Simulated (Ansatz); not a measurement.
Defect: interstitial As in zinc-blende BAs, charge state -1. The step: a concerted move, in which As travels most (a rearrangement that moves the defect's centre by under 1 Å); the atom moves 0.89 Å along (0.13, -0.13, 0.00) of the unit cell; the moving atom starts with neighbours As at 2.20; B at 1.97, B at 2.02 Å and ends with As at 2.20; B at 1.97, B at 2.02 Å. A PBE band in Ansatz (plane-wave PAW, one k-point at (0.250, 0.250, 0.250), 64 host sites, 42 SCF runs with any check of the saddle's order, static, no finite-size correction) gives a forward barrier of 0.82 eV. The saddle point's order was not checked, and it lies on a symmetry element of the cell, where a band can be held. The charge state is imposed; whether it is stable for some Fermi level was not computed. Sites that were not tried may lie lower.

Single points at the band's start and saddle point can refine it. Rough cost of one point, in units of the band's mean SCF on the same machine:

```
Level                                                   Cost of one point
------------------------------------------------------  -----------------
PBE, a 2×2×2 k-point mesh shifted by half a step                  about 4
r2SCAN at 500 eV, one k-point at (0.250, 0.250, 0.250)            about 3
```

Problem. Which of these move the barrier by more than 0.1 eV, and how far does each move it?

Solution. PBE, a 2×2×2 k-point mesh shifted by half a step: 0.00 eV; r2SCAN at 500 eV, one k-point at (0.250, 0.250, 0.250): +0.16 eV. Each functional is compared with PBE at the same k-points.

Ansatz is a first-principles code.
